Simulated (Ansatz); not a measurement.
Response to strain in TiAl3

Start from TiAl3 (space group I4/mmm, No. 139; relaxed with 0.1 eV smearing).

```xyz
4
Lattice="-1.9091 1.9091 4.2719 1.9091 -1.9091 4.2719 1.9091 1.9091 -4.2719" Properties=species:S:1:pos:R:3 pbc="T T T"
Al     0.0000     0.0000     4.2719
Al     0.0000     1.9091     2.1360
Al     1.9091     0.0000     2.1360
Ti     0.0000     0.0000     0.0000
```

Cartesian axes are those of the cell as printed.

Strains are applied to the cell and any free atomic positions relax.

Method: PBEsol/PAW in Ansatz (a first-principles code), spin-orbit coupling left out, earlier PAW set.

Candidates:
(a) isotropic strain −3.04 %
(b) strain tensor (xx, yy, zz, yz, xz, xy) = (+0.39, −2.39, −2.21, +1.47, −0.21, +0.09) %
(c) uniaxial strain ε_xx = −1.11 %
(d) uniaxial strain ε_yy = +1.99 %

Notes on the quantities. energy relative to the base: free energy F.

Problem. Order them by energy relative to the base, lowest first.

Solution. (c) uniaxial strain ε_xx = −1.11 % (+1.2 meV/atom), (d) uniaxial strain ε_yy = +1.99 % (+3.8 meV/atom), (b) strain tensor (xx, yy, zz, yz, xz, xy) = (+0.39, −2.39, −2.21, +1.47, −0.21, +0.09) % (+18 meV/atom), (a) isotropic strain −3.04 % (+49 meV/atom)

Whether these cells are dynamically stable was not tested. All final runs are without spin polarisation.
